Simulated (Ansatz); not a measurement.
# P under a change: P → Sb

The parent structure is P in the black-P type structure (space group Cmce, No. 64; a = 3.3022 Å, b = 10.6909 Å, c = 4.4666 Å; layered, stacked along the Cartesian y axis).

Now apply this change: every P is replaced by Sb, then cell and atoms are relaxed.

The values are results of r2SCAN+rVV10/PAW in Ansatz (a first-principles code), without spin-orbit coupling, earlier PAW set, not measurements. k-mesh 12×12×10 (Γ-centred); smearing 0.05 eV (Fermi–Dirac), for the changed cell.

```yaml
volume_per_atom: 31.94 Å³ (base 19.71 Å³)
density: 6.33 g/cm³ (base 2.61 g/cm³)
space_group: Cmce (No. 64) (base Cmce (No. 64))
shortest_interatomic_distance: 286.1 pm (base 221.3 pm)
band_gap: zero (base zero)
```

Final structure:

```xyz
4
Lattice="2.1439 -6.1595 0.0000 2.1439 6.1595 0.0000 0.0000 0.0000 4.8372" Properties=species:S:1:pos:R:3 pbc="T T T"
Sb     2.1439     1.4100     2.6591
Sb     2.1439    -1.4100     2.1781
Sb     2.1439    -4.7496     4.5966
Sb     2.1439     4.7496     0.2405
```

With Sb present, leaving out spin-orbit coupling can change the band edges. No phonon test of stability was made. As relaxed here, Sb is a hypothetical phase, not in the database extracts checked. Gaps under 0.05 eV, about the width of the smearing, are given as zero. A zero or small gap of P can be the functional's error rather than a property of the material.
